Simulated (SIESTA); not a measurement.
A self-consistent single point of Fe2Si (I4/mmm, 3 atoms in the cell) with SIESTA.

Computed with LDA PW92, numerical atomic orbitals DZP, PseudoDojo LDA standard norm-conserving potentials (rewritten from UPF to PSML) in SIESTA.

The change in words: lattice scaled by 0.98. Reference geometry:
```
CELL_PARAMETERS angstrom
     -1.33414     1.33414     4.40849
      1.33414    -1.33414     4.40849
      1.33414     1.33414    -4.40849
ATOMIC_POSITIONS crystal
  Fe 0.33963 0.33963 0.00000
  Fe 0.66037 0.66037 0.00000
  Si 0.00000 0.00000 0.00000
```
Moments meant for the start (each program seeds them in its own way; μB, in the order of the atoms Fe Fe Si): 4.0 4.0 0.0.

Reference input (self-consistent single point, DFT, LDA PW92, numerical atomic orbitals DZP, PseudoDojo LDA standard norm-conserving potentials (rewritten from UPF to PSML)): XC.functional = LDA; XC.authors = PW92; potentials = PseudoDojo LDA standard; PAO.BasisSize = DZP; PAO.EnergyShift = 0.01 Ry; MeshCutoff = 350 Ry; kgrid.MonkhorstPack = 9 9 9; OccupationFunction = FD; ElectronicTemperature = 136 meV; Spin = polarized; DM.InitSpin = [1 +4.00, 2 +4.00, 3 +0.00]; MaxSCFIterations = 150. This run's input differs from it in these lines:

```diff
@@ -12,5 +12,5 @@
 %block LatticeVectors
-    -2.521168661    2.521168661    8.330838723
-     2.521168661   -2.521168661    8.330838723
-     2.521168661    2.521168661   -8.330838723
+    -2.470745098    2.470745098    8.164221571
+     2.470745098   -2.470745098    8.164221571
+     2.470745098    2.470745098   -8.164221571
 %endblock LatticeVectors
@@ -18,4 +18,4 @@
 %block AtomicCoordinatesAndAtomicSpecies
-     0.000000000   -0.000000000    5.658805511  1
-     0.000000000   -0.000000000   11.002871935  1
+    -0.000000000    0.000000000    5.545629144  1
+    -0.000000000    0.000000000   10.782813997  1
      0.000000000    0.000000000    0.000000000  2
```

Output (repeated stretches shortened):

```
        iscf     Eharris(eV)        E_KS(eV)     FreeEng(eV)     dDmax    Ef(eV) dHmax(eV)
   scf:    1    -6866.472013    -6918.997303    -6919.173366  0.559902 -3.041678 16.127410
     spin moment: {S} , |S| = {        0.0        0.0    3.98657 }     3.98657
   scf:    2    -6933.193986    -6927.124976    -6927.292759  0.110518 -3.875381  9.241675
     spin moment: {S} , |S| = {        0.0        0.0    3.99840 }     3.99840
   scf:    3    -6931.534511    -6930.383564    -6930.538289  0.130498 -4.869109  1.886590
     spin moment: {S} , |S| = {        0.0        0.0    3.80715 }     3.80715
   [... lines left out ...]
     spin moment: {S} , |S| = {        0.0        0.0    1.72089 }     1.72089
   scf:   17    -6931.138241    -6931.138230    -6931.323489  0.000034 -5.255385  0.001319
     spin moment: {S} , |S| = {        0.0        0.0    1.72108 }     1.72108
   scf:   18    -6931.138245    -6931.138237    -6931.323489  0.000022 -5.255346  0.001075
     spin moment: {S} , |S| = {        0.0        0.0    1.72116 }     1.72116
   scf:   19    -6931.138294    -6931.138266    -6931.323490  0.000059 -5.255346  0.000579
     spin moment: {S} , |S| = {        0.0        0.0    1.72156 }     1.72156
SCF Convergence by DM+H criterion
max |DM_out - DM_in|         :     0.0000586329
max |H_out - H_in|      (eV) :     0.0005785247
SCF cycle converged after 19 iterations

Using DM_out to compute the final energy and forces

siesta: E_KS(eV) =            -6931.1383

siesta: E_KS - E_eggbox =     -6931.1383

siesta: Atomic forces (eV/Ang):
     1    0.002071    0.002071   -0.284678
     2   -0.002071   -0.002071    0.284678
     3   -0.000000   -0.000000    0.000000
   Tot   -0.000000   -0.000000   -0.000000
   Max    0.284678
   Res    0.134205    sqrt( Sum f_i^2 / 3N )
   Max    0.284678    constrained

Stress tensor Voigt[x,y,z,yz,xz,xy] (kbar):      -43.04      -43.04       -5.68       -0.08       -0.08       -0.07
(Free)E + p*V (eV/cell)    -6930.7595
Target enthalpy (eV/cell)    -6931.3235

   [... lines left out ...]
siesta: FreeEng =     -6931.323490
siesta: Cell volume =         29.541603 Ang**3
siesta:          30.58708069         16.32419170  kBar
   [... lines left out ...]
   3  2.414   0.528   0.083   0.183   0.387   0.183   0.196   0.101   0.196
              0.103   0.103   0.121   0.103   0.126

mulliken: Qtot =       17.139

Mulliken Atomic Populations:
Atom #   charge [q] valence [e]      Sz [e]  Species
     1     0.355578   15.644422    0.919169  Fe
     2     0.355580   15.644420    0.919171  Fe
     3    -0.711158    4.711158   -0.116784  Si
 Total     0.000000                1.721557
```

The run converged in 19 iterations. Against the reference run the free energy drops by 18.0 meV/atom, the pressure goes from -11.46 to 3.06 GPa, the largest force goes from 0.270 to 0.285 eV/Å and the size of the net moment goes from 0.67 to 0.57 μB/atom.

The starting cell comes from a database of computed structures (which also holds hypothetical and non-ambient phases and stackings), without a prior relaxation at this level. Its lattice was rescaled by a random factor within 2.5 % of one. For this run, on top of that: lattice scaled by 0.98. The moments shrank to a small part of their start, a low-spin state that need not be the lowest. Values carry the incompleteness of an atom-centred basis. With a pressure of about 3 GPa the cell is away from its equilibrium volume at this level.

Cost on one core of a shared machine: roughly 7 min.
